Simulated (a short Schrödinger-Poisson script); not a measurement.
System: symmetric double-gate stack, SiO2 on p-type InP, at 300 K.

```csv
layer,material,thickness (nm),Na (cm⁻³)
1,SiO2,3.2,-
2,InP,8,5e17
3,SiO2,3.2,-
```

Constants are typed, rounded textbook-type inputs, not results; the design itself was drawn at random and stands for no fabricated device. SiO2: permittivity 3.9, conduction-band edge (eV) 3.48, gap (eV) 9, electron mass (mₑ) 0.5. InP: permittivity 12.5, conduction-band edge (eV) 0, gap (eV) 1.344, Nv at 300 K (cm⁻³) 1.1e19.

Channel valleys (confinement mass, in-plane density-of-states mass, number): Γ 0.08, 0.08, 1. At the gates, both at one voltage, the conduction-band edge of layer 1 lies 3.53 eV − eVg above the Fermi level of the channel. Gaps are held at their typed values at every temperature. Mesh 0.03 nm at interfaces.

Solved with a short Schrödinger-Poisson script written for these runs: 1D Poisson equation in equilibrium, electrons quantum, Hartree (BenDaniel-Duke, 12 states a valley, the channel's in-plane mass for all, wave functions free to enter the dielectric), parabolic valleys, classical holes, full ionisation, no traps, pinning or gate leakage.

The same stack at other levels of the model or other numerical settings:

```
run                                                                  sheet density of all electrons at Vg = 2.25 V (cm⁻²)  sheet density of all electrons at Vg = 0.45 V (cm⁻²)  capacitance of both gates at Vg = 2.25 V (μF/cm²)  rough cost against the base
-------------------------------------------------------------------  ----------------------------------------------------  ----------------------------------------------------  -------------------------------------------------  ---------------------------
base                                                                                                              2.07e13                                               2.71e12                                               1.69                      about 1
electrons treated as classical, Boltzmann                                                                               …                                               3.86e12                                                  …                         0.07
electrons treated as classical, Fermi-Dirac                                                                       2.13e13                                               3.11e12                                               1.69                          0.2
electrons treated as quantum, Hartree plus LDA exchange-correlation                                               2.11e13                                                     …                                               1.71                            1
mesh six times as coarse                                                                                          2.06e13                                               2.68e12                                               1.68                          0.3
```

Fill in the missing entries.


- electrons treated as classical, Boltzmann, sheet density of all electrons at Vg = 2.25 V (cm⁻²): 2.68e13
- electrons treated as classical, Boltzmann, capacitance of both gates at Vg = 2.25 V (μF/cm²): 2.10
- electrons treated as quantum, Hartree plus LDA exchange-correlation, sheet density of all electrons at Vg = 0.45 V (cm⁻²): 2.87e12

The classical rows ignore confinement, and Boltzmann statistics overrate the density once the band edge passes the Fermi level.

Above a few 1e12 electrons/cm² a light Γ valley is non-parabolic and upper valleys begin to fill, which the model leaves out.
